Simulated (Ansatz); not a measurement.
The reference is SiO2 (space group P3_221, No. 154).

```
SiO2
1.0
    4.86585     0.00000     0.00000
   -2.43292     4.21395     0.00000
    0.00000     0.00000     5.36522
Si O
3 6
Direct
  0.00000   0.46475   0.33333
  0.53525   0.53525   0.00000
  0.46475   0.00000   0.66667
  0.27611   0.41114   0.22119
  0.58886   0.86497   0.88785
  0.72389   0.13503   0.44548
  0.86497   0.58886   0.11215
  0.41114   0.27611   0.77881
  0.13503   0.72389   0.55452
```

Computed with LDA (Ansatz, a first-principles code), no spin-orbit coupling.

For the base:

| Quantity | Result |
|---|---|
| Smallest direct gap | 6.12 eV |
| Width of the top valence band | 0.58 eV |
| Band gap | 5.83 eV |
| Gap character | indirect, K → Γ |

One thing is altered: the cell is scaled by 1.0300 in all directions; the atoms relax in the strained cell.

**Question.** What does the calculation give for the energy relative to the base, smallest direct gap, width of the top valence band, band gap, largest internal atomic displacement and gap character after the change?

**Answer.** The energy rises by 9.1 meV/atom; the smallest direct gap falls by 0.23 eV (6.12 eV → 5.89 eV); the width of the top valence band increases by 0.04 eV to 0.62 eV; the band gap decreases by 0.29 eV to 5.54 eV; the largest internal atomic displacement amounts to 0.229 Å; the gap character changes from indirect, K → Γ to indirect, M → Γ.

Stability against distortions was not tested.
